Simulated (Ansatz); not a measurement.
**A computed series for MoS2: carrier doping**

Take MoS₂ (space group R3m, No. 160; a = 3.175 Å, c = 18.585 Å (hexagonal axes); layered, stacked along the Cartesian z axis) as the base.

Carriers are added at fixed cell with a uniform background; the Fermi–Dirac width is that of 300 K.

All numbers come from Ansatz (an electronic-structure program), r2SCAN+rVV10, PAW, cutoff 500 eV, no spin-orbit coupling.

Notes on the quantities. Fermi level from band edge: Fermi level relative to the doped band's edge (positive inside the band; to 0.05 eV).

```json
[
 {"variant": "undoped", "gap character": "indirect, T → k = (0.143, 0.476, -0.191) in the run's primitive reciprocal basis", "Fermi level from band edge": "–", "gap between the host's bands": "1.02 eV"},
 {"variant": "electrons 2.0×10^21 cm⁻³", "gap character": "indirect, T → Γ–S₀ (56 % along)", "Fermi level from band edge": "+0.15 eV", "gap between the host's bands": "1.02 eV"},
 {"variant": "electrons 3.0×10^21 cm⁻³", "gap character": "indirect, T → Γ–S₀ (56 % along)", "Fermi level from band edge": "+0.20 eV", "gap between the host's bands": "1.01 eV"},
 {"variant": "electrons 5.0×10^21 cm⁻³", "gap character": "indirect, T → Γ–S₀ (56 % along)", "Fermi level from band edge": "+0.30 eV", "gap between the host's bands": "1.00 eV"},
 {"variant": "electrons 7.0×10^21 cm⁻³", "gap character": "indirect, T → Γ–S₀ (50 % along)", "Fermi level from band edge": "+0.40 eV", "gap between the host's bands": "0.98 eV"},
 {"variant": "holes 2.0×10^21 cm⁻³", "gap character": "indirect, T → k = (0.143, 0.476, -0.191) in the run's primitive reciprocal basis", "Fermi level from band edge": "___", "gap between the host's bands": "0.98 eV"},
 {"variant": "holes 3.0×10^21 cm⁻³", "gap character": "indirect, T → k = (0.143, 0.476, -0.191) in the run's primitive reciprocal basis", "Fermi level from band edge": "+0.80 eV", "gap between the host's bands": "___"},
 {"variant": "holes 5.0×10^21 cm⁻³", "gap character": "indirect, T → k = (0.143, 0.476, -0.191) in the run's primitive reciprocal basis", "Fermi level from band edge": "+0.95 eV", "gap between the host's bands": "0.95 eV"},
 {"variant": "holes 7.0×10^21 cm⁻³", "gap character": "indirect, T → k = (0.143, 0.476, -0.191) in the run's primitive reciprocal basis", "Fermi level from band edge": "___", "gap between the host's bands": "___"}
]
```

### Question
Fill in the withheld entries from the trend.

### Answer

- holes 2.0×10^21 cm⁻³, Fermi level from band edge: +0.70 eV
- holes 3.0×10^21 cm⁻³, gap between the host's bands: 0.97 eV
- holes 7.0×10^21 cm⁻³, Fermi level from band edge: +1.05 eV
- holes 7.0×10^21 cm⁻³, gap between the host's bands: 0.94 eV

Charged cell with a jellium background: band edges are those of the host's band count, energies are not comparable with the neutral cell, and many-body gap narrowing is missing. No phonon test of stability was made.
